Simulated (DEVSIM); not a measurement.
System: Schottky contact on n-type β-Ga2O3, at 300 K.

Layer 1 from the left is β-Ga2O3, thickness (μm) 1.20, Nd (cm⁻³) 1.5e16, τn (s) 4.3e-9, τp (s) 4.3e-9.

Left contact: Schottky, work function 4.87 eV, emission velocity 3.1e6 cm/s. Right contact: ohmic. Voltage is applied to the left contact. Recombination: SRH at mid-gap, radiative. Mobility is μmin + (μ − μmin)/(1 + (N/Nref)^α).

This is a model device: material constants are rounded textbook-type values typed into the input, and sizes, dopings and lifetimes were drawn at random. Values at 300 K.

β-Ga2O3: gap (eV) 4.8, affinity (eV) 4, permittivity 10, Nc (cm⁻³) 3.7e18, Nv (cm⁻³) 5e20, μn (cm²/Vs) 160, μp (cm²/Vs) 1, μn,min 20, μp,min 0.1, Nref,n 1e18, Nref,p 1e18, αn 0.8, αp 0.8, B (cm³/s) 1e-12.

### Question
Estimate by hand the built-in potential, the peak field at zero bias, the capacitance at -3 V, and compare with a numerical solution.

### Answer

- Built-in potential: barrier φB = 0.870 eV; Vbi = φB − kT/q ln(N_band/N) = 0.728 V; numerical 0.728 V.
- Peak field at zero bias: depletion approximation: W = √(2εVbi/(qN)) = 0.232 μm with N = 1.50e16 cm⁻³; field = 2Vbi/W = 62800 V/cm; numerical 61600 V/cm (estimate above by 2.0 %).
- Capacitance at -3 V: C = √(qεN / 2(Vbi + |V|)) = 16.9 nF/cm²; numerical 17.0 nF/cm².

DEVSIM, 1D drift-diffusion, Boltzmann statistics, complete ionisation; no tunnelling, impact ionisation, image-force lowering or self-heating. Metal contacts follow the ideal Schottky-Mott rule: no Fermi-level pinning, no interface dipoles.
